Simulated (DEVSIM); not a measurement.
System: Ti/SiO2/n-Si capacitor, at 300 K.

Layer 1 from the left is SiO2, thickness (nm) 5.20. Layer 2 from the left is Si, thickness (nm) 4400, Nd (cm⁻³) 1.7e16.

Metal gate on the left, work function 4.33 eV. Fixed charge at the semiconductor interface -3e10 cm⁻² (in units of +e); no interface traps.

This is a model device: material constants are rounded textbook-type values typed into the input, and sizes, dopings and lifetimes were drawn at random. Values at 300 K.

SiO2: gap (eV) 9, affinity (eV) 0.9, permittivity 3.9. Si: gap (eV) 1.124, affinity (eV) 4.05, permittivity 11.7, Nc (cm⁻³) 2.86e19, Nv (cm⁻³) 3.1e19.

Model (solved in DEVSIM): 1D Poisson equation in equilibrium, Boltzmann statistics, complete ionisation; no quantum confinement or tunnelling. Metal contacts follow the ideal Schottky-Mott rule: no Fermi-level pinning, no interface dipoles.

**Question.** What does the simulation give for the threshold voltage (band bending 2φF), the flat-band voltage, the minimum of the low-frequency capacitance?

**Answer.** threshold voltage (band bending 2φF) -0.74 V; flat-band voltage 0.10 V; minimum of the low-frequency capacitance 0.0461 μF/cm².
